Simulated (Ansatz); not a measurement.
**Band gap of Be3N2 (Ia-3, No. 206) at several levels of theory**

No measured value is used here.

| level (code) | value (eV) |
|---|---|
| LDA (Ansatz) | 3.32 (direct) |
| BLYP (Ansatz) | 3.71 (direct) |
| rVV10 (Ansatz) | … |
| r²SCAN (Ansatz) | 3.99 (direct) |

Question: Some entries are withheld; supply them.

Answer: 
- rVV10 (Ansatz, an electronic-structure program), value (eV): 3.51 (direct)

Computed values are for a static lattice.  Each level is taken at its own relaxed cell. Cutoffs differ between the levels. Ansatz's density-functional and Hartree–Fock values are scalar-relativistic unless marked +SOC, with PAW data made under PBE.
